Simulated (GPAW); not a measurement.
# Equation of state of rock-salt TiC (space group 225): energy against volume (GPAW, PBE)

```
CELL_PARAMETERS angstrom
      0.00000     2.12650     2.12650
      2.12650     0.00000     2.12650
      2.12650     2.12650     0.00000
ATOMIC_POSITIONS crystal
  Ti 0.00000 0.00000 0.00000
  C  0.50000 0.50000 0.50000
```

Level of theory: PBE, GPAW PAW datasets PBE (gpaw-data 1.0.1) (plane waves; GPAW). Settings: mode = pw; ecut = 1040 eV; xc = PBE; kpts = 23 23 23; mesh shift (steps) = 0 0 0; occupations.name = fermi-dirac; occupations.width = 0.05 eV; nbands = -8; symmetry.symmorphic = false; symmetry.tolerance = 0.0005; maxiter = 100. The cell above is the first row's. The rows scale it uniformly. In all rows fractional positions and the k mesh are held. E is the free energy at the stated smearing, counted from the lowest row.

| V (Å^3/atom) | E (meV/atom) |
|---|---|
| 9.616 | ? |
| 9.825 | 12.51 |
| 10.034 | 2.59 |
| 10.243 | 0.00 |
| 10.452 | 4.02 |
| 10.661 | 13.99 |
| 10.870 | 29.34 |
| 11.079 | 49.54 |
| 11.288 | 74.10 |

Problem. Fit E against V with the third-order Birch-Murnaghan form, a cubic in V^(-2/3), and predict the withheld value at V = 9.616.

Solution. With u = V^(-2/3) - 0.208, the rows have u = 0.009994, 0.006957, 0.004022, 0.001187, -0.001556, -0.004211, -0.006782, -0.009274. Least squares gives E = 7.600 - 3490.19·u + 397602·u² + 78605·u³. Residuals (row less fit): 0.000, 0.001, 0.001, 0.003, -0.003, -0.002, 0.006, -0.002; standard error 0.004 (degrees of freedom: 4). Its minimum lies at u = 0.004383, so V0 = (0.212383)^(-3/2) = 10.22. There d²E/du² = 797300 and d³E/du³ = 471600, so B0 = (4/9) × 10.22^(-7/3) × 797300 × 0.160218 = 251 GPa (the last factor turns the table's units into GPa), and B0' = 4 + (2/3) × 0.212383 × (471600)/797300 = 4.1. The program's pressures in the fitted runs (not shown) pass through zero at V = 10.21, 0.06 % from this V0. At the withheld row, u = 0.013142, so E = 7.600 - 3490.19 × 0.013142 + 397602 × 0.013142² + 78605 × 0.013142³ = 30.581 meV/atom. The calculation gives 30.57 meV/atom, 0.011 meV/atom below the prediction (under 0.05 % of the range of E in the table). The row lies outside the fitted rows, so this is an extrapolation. From the scatter of the fitted rows alone, a prediction at this place has a standard error of 0.012 meV/atom, so the miss is 0.9 times that.

Carrying the step between the two nearest rows on in a straight line would have given 22.43, off by 8.14; series whose last step already gives the withheld value aren't shown. The scan was laid around a cell of about the measured size, scaled by a guess for this functional. The runs keep the symmetry of the cell, so they don't test it for distortions. Spin polarisation is off. Cutoffs and mesh are single choices, not tested for convergence of this quantity. Series with a scatter that would blur these digits, or in which a gap closes, are not shown. Nor are scans whose minimum lies at an end fitted in this form.
